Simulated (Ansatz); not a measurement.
The starting structures come from a database of crystals and need not be the phases stable at ambient conditions.

By PBEsol, the system below comes out a metal.

The ballistic (Sharvin) conductance counts the channels at the Fermi level: G/A = (e²/h) × channels of both spins per area.

```yaml
crystal:
  lattice:
    - [3.89009, 0.00000, 0.00000]
    - [0.00000, 4.96085, 0.00000]
    - [1.94504, 0.00000, 3.43767]
  atoms:
    - { symbol: Si, position: [0.33333, 0.80089, 0.33333] }
    - { symbol: Si, position: [0.66667, 0.19911, 0.66667] }
    - { symbol: Rh, position: [0.33333, 0.32636, 0.33333] }
    - { symbol: Rh, position: [0.66667, 0.67364, 0.66667] }
    - { symbol: Rh, position: [0.00000, 0.00000, 0.00000] }
```

Space group of this cell: C2/m. The cell is strained (lengths across the current scaled by 0.98, ions clamped); by PBEsol its mean pressure is 7.5 GPa.

The current flows along the normal of the first two printed cell vectors. No spin-orbit coupling; the value is a mean over 0.1 eV about the Fermi level.

Task: Compute, with Ansatz (a program for electronic structure) with PBEsol, the ballistic conductance per area.

Result: 0.57 × 10¹⁵ S/m² for both spins.
